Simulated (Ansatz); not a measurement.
Start from WS2 in the 2H-MoS2 type structure (space group P6_3/mmc, No. 194; a = 3.154 Å, c = 12.141 Å; layered, stacked along the Cartesian z axis).

(Cell as relaxed with PBE-D3(BJ).)

Levels (all Ansatz, a quantum-chemistry and plane-wave program, PAW, earlier PAW set): PBE-D3(BJ) (420 eV, no spin-orbit coupling); r2SCAN+rVV10 (500 eV, scalar-relativistic without spin-orbit coupling).

Each level relaxes its own structure.

```
base                 PBE-D3(BJ)  r2SCAN+rVV10
-------------------  ----------  ------------
volume per atom        17.44 Å³      18.12 Å³
lattice parameter a     3.154 Å       3.170 Å
band gap                0.88 eV       1.13 eV
```

One thing is altered: an isotropic linear strain of −1.49 %, atoms relaxed at fixed cell.

| quantity | PBE-D3(BJ) | r2SCAN+rVV10 |
|---|---|---|
| energy relative to the base (free energy F) | +9.1 meV/atom | +9.5 meV/atom |
| valence-band top at Γ (three highest levels, from the VBM) | 0.00, -1.35, -1.52 eV | 0.00, -1.37, -1.66 eV |
| band gap | 0.79 eV | 1.07 eV |

PBE-D3(BJ)'s energy relative to the base lies 0.4 meV/atom below r2SCAN+rVV10's; PBE-D3(BJ)'s band gap lies 0.28 eV below r2SCAN+rVV10's. Neither level is exact; r2SCAN+rVV10 is the comparison here, not a measurement.

With W present, leaving out spin-orbit coupling can change the band edges. Whether these cells are dynamically stable was not tested.
